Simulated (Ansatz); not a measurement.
Symmetric slabs, relaxed from ideal cuts in 1x1 cells, of elemental solids: work function (eV) by functional, in Ansatz (plane waves, PAW). All structures are PBE's; the other columns are single points with references at the same level. No spin-orbit coupling, Hubbard U or dispersion. The rows are a random draw from the class, without slabs that broke up, higher cuts of a face and adsorbates that left their site.

| system | PBE (eV) | r2SCAN (eV) |
|---|---|---|
| hcp Cd (22-43), ideal cut with outer spacing 0.35 Å | 4.04 | ? |
| tetragonal indium (223), ideal cut with outer spacing 0.48 Å | 3.81 | 3.94 |
| hcp Tl (21-32), ideal cut with outer spacing 0.36 Å | 3.50 | 3.52 |
| tetragonal indium (213), ideal cut with outer spacing 1.11 Å | 3.82 | 3.92 |
| hcp Sc (32-50), ideal cut with outer spacing 0.22 Å | 3.16 | 3.22 |
| bcc Li (311), ideal cut with outer spacing 0.52 Å | 2.90 | 2.87 |
| hcp Mg (32-52), ideal cut with outer spacing 0.21 Å | 3.50 | 3.55 |
| hcp Os (22-43), ideal cut with outer spacing 0.31 Å | 4.85 | 4.89 |

### Question
Fit a straight line y = a·x + b by least squares to the 7 complete rows (x: PBE (eV); y: r2SCAN (eV)).

### Answer
the means are x̄ = 3.6486 and ȳ = 3.7014; Σ(x − x̄)² = 2.3421 and Σ(x − x̄)(y − ȳ) = 2.4110, so a = 1.029 and b = ȳ − a·x̄ = -0.055. The largest residual is 0.072.

### Question
What does the line predict for the withheld row, hcp Cd (22-43), ideal cut with outer spacing 0.35 Å, and what did the calculation give?

### Answer
the line gives 4.10; the calculation gave 4.11, a miss of 0.01, of the size of the fitted rows' scatter and rounding.

Ansatz is a program for electronic structure.
